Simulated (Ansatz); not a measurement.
Ansatz (a quantum-chemistry and plane-wave program) run on LaC2 (Imm2, 3 atoms in the cell): self-consistent single point.

Computed with PBEsol, default PAW files made with PBE (plane waves; Ansatz).

```
CELL_PARAMETERS angstrom
     -2.00510     2.44235     2.72873
      2.00510    -2.44235     2.72873
      2.00510     2.44235    -2.72873
ATOMIC_POSITIONS crystal
  La 0.00916 0.00916 0.00000
  C  0.63322 0.50000 0.13322
  C  0.36678 0.50000 0.86678
```

Reference input (self-consistent single point, DFT, PBEsol, plane waves, default PAW files made with PBE): basis.ecutwfc = 420 eV; kpoints.mp_grid.grid = 9 9 9; hamiltonian.xc = pbesol; hamiltonian.pseudopotentials = {kind: paw} (the program's default PAW files); scf.occupations.method = gaussian; scf.occupations.width = 0.1 eV. This run's input differs from it in these lines:

Ansatz 0.2 input:
```diff
@@ -11,3 +11,3 @@
 basis:
-  ecutwfc: 420.0
+  ecutwfc: 505.0
 kpoints:
```

Output (repeated stretches shortened):

```
SCF iter   1: F=—  HF=-6654.824636 eV  |F-HF|=—  |Δ(HF+E_count)|=         —  Δρ=6.62e-3  dr2=2.82e-2  ethr=1.77e-3  ⟨swp⟩=4.1  Hψ=8087  notcnv=0
all-band conjugate gradients solve this SCF's bands
preconditioner: auto → Kerker (q_TF=auto, 2.296 Å⁻¹)
SCF iter   2: F=—  HF=-6654.818699 eV  |F-HF|=—  |Δ(HF+E_count)|=   5.94e-3  Δρ=3.39e-3  dr2=7.67e-3  ethr=1.48e-4  ⟨swp⟩=1.9  Hψ=3495  notcnv=0
SCF iter   3: F=—  HF=-6654.817059 eV  |F-HF|=—  |Δ(HF+E_count)|=   1.64e-3  Δρ=9.27e-4  dr2=6.33e-4  ethr=4.04e-5  ⟨swp⟩=3.2  Hψ=3393  notcnv=0
SCF iter   4: F=—  HF=-6654.817021 eV  |F-HF|=—  |Δ(HF+E_count)|=   3.76e-5  Δρ=2.13e-4  dr2=2.51e-5  ethr=3.33e-6  ⟨swp⟩=2.1  Hψ=2847  notcnv=0
SCF iter   5: F=—  HF=-6654.817036 eV  |F-HF|=—  |Δ(HF+E_count)|=   1.49e-5  Δρ=5.37e-5  dr2=1.55e-6  ethr=1.32e-7  ⟨swp⟩=2.5  Hψ=2779  notcnv=0  defer=3
SCF iter   6: F=-6654.817038 eV  HF=-6654.817038 eV  |F-HF|=5.69e-8  |Δ(HF+E_count)|=   1.67e-6  Δρ=1.09e-5  dr2=9.91e-8  ethr=5.26e-10  ⟨swp⟩=5.9  Hψ=9792  notcnv=0
SCF 1 converged in 6 iterations: F = -6654.817038 eV  dr2 = 9.91e-8
Free energy (F): -6654.817038 eV
Internal energy: -6654.814108 eV  (E = F + TS)
E sigma→0 (E₀):  -6654.815573 eV
Entropy (-TS):   -0.002930 eV (-0.977 meV/atom)
Fermi energy:    9.967270 eV
--- Forces (eV/Å), atoms counted from 1 ---
  atom   1  La     0.00000000     0.00000000    -0.32591554
  atom   2  C      0.00000000    -0.23839366     0.16294386
  atom   3  C      0.00000000     0.23839366     0.16294386
--- Stress (GPa, compression-positive) ---
       -3.065799       0.000000       0.000000
        0.000000      -4.649670       0.000000
        0.000000       0.000000      -4.542234
  P = ⅓ Tr σ = -4.0859 GPa (-40.859 kbar)
  The stress holds the Pulay correction. Without it, at fixed plane waves, as pw.x and ABINIT print it: P = -4.0931 GPa
```

The run converged in 6 iterations. Against the reference run the free energy goes down by 1.9 meV/atom, the pressure moves little (-4.08 to -4.09 GPa) and the largest force hardly changes (0.325 to 0.326 eV/Å).

The starting cell comes from a database of computed structures (which also holds hypothetical and non-ambient phases and stackings), without a prior relaxation at this level. Its lattice was rescaled by up to half a per cent. One atom was moved a little off its site on purpose. Ansatz's pressure includes its estimate of the finite-basis (Pulay) stress.
